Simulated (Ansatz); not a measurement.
Given:

```yaml
crystal:
  lattice:
    - [0.00000, 2.24914, 2.24914]
    - [2.24914, 0.00000, 2.24914]
    - [2.24914, 2.24914, 0.00000]
  atoms:
    - { symbol: N, position: [0.75000, 0.75000, 0.75000] }
    - { symbol: Ga, position: [0.00000, 0.00000, 0.00000] }
```

No spin polarisation.

A single point on GaN, its geometry relaxed with PBEsol.

All numbers come from r2SCAN (Ansatz, an electronic-structure program; PAW; 500 eV plane waves; no spin-orbit coupling), earlier PAW set. Settings: 13×13×13 k-points, 0.05 eV Fermi–Dirac smearing.

### Question
Predict the electron mass, band gap and hole mass.

### Answer
The electron mass is 0.17 mₑ (at Γ) and the band gap comes out as 2.17 eV. The hole mass (degenerate bands, along [100]) is 0.18, 0.86, 0.86 mₑ (at Γ).

Single points use the geometry relaxed with PBEsol. Effective masses come from finite differences of ±0.01 Å⁻¹. Whether these cells are dynamically stable was not tested. The cell is GaN in the zinc blende structure (space group F-43m, No. 216). This is not the structure that GaN has at room temperature and ambient pressure.
